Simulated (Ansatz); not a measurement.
## What x(Ni) = 0.333, 3 atoms, Immm does to Cu

Start from Cu in the fcc (Cu type) structure (space group Fm-3m, No. 225; a = 3.564 Å).

The other end (x = 1) is Ni in the fcc (Cu type) structure (space group Fm-3m, No. 225; ferromagnetic): 10.38 Å³/atom, gap zero.

Modification: Ni replaces 33.3 % of the Cu, ordered in a cell of 3 atoms (starting symmetry Immm) and fully relaxed.

Method: Ansatz (an electronic-structure program), PBEsol, PAW, cutoff 420 eV, no spin-orbit coupling. Γ-centred 16×16×16 mesh, Fermi–Dirac width 0.05 eV, for the changed cell.

Density: 9.41 g/cm³ (base 9.33 g/cm³)
Band gap: zero (base zero)
Mixing energy: +0.02 eV/atom (to 0.01 eV only: unlike meshes or grids)
Deviation of the volume from the linear (Vegard-type) interpolation: -0.6 %

Cost of the whole job for the changed cell (relaxation, final SCF and bands): about 16 core-minutes (a rough figure).

Other magnetic orders, which the real material may have, were not ruled out. These are small ordered cells, not random alloys; other orderings at the same x differ. No phonon test of stability was made. Seeded moments were not kept for x(Ni) = 0.333, 3 atoms, Immm. Spin-polarised in the final run: Ni; the other runs are not.
